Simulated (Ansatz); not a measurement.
CSi has the cubic space group F-43m (No. 216), the zinc blende structure, Pearson symbol cF8. Conventional cell: a = b = c = 4.3291 Å, α = β = γ = 90.00°. C on 4d sees 4 Si at 1.875 Å (tetrahedral). Si on 4a sees 4 C at 1.875 Å (tetrahedral). (Neighbours: up to the widest gap in distance over summed covalent radii, below 1.35, at either atom.)
(The calculation used a cell of 2 atoms; values per cell refer to that cell.)

Another polymorph of this substance is known too; which is more stable was not tested here. Dynamical quadrupoles are not included in the interpolation of the phonons between the solved wave vectors.

**Question.** By how much do the lattice constants and the volume change from 300 K to 450 K (quasi-harmonic approximation, LDA in Ansatz, a program for electronic structure), and how far does the bulk modulus soften?

**Answer.** a by 0.05 %, the volume by 0.14 %; B_T goes from 224 to 222 GPa. Whether this phase is the stable one at each condition was not tested.

The PAW data sets were generated under PBE and serve the other functionals too.
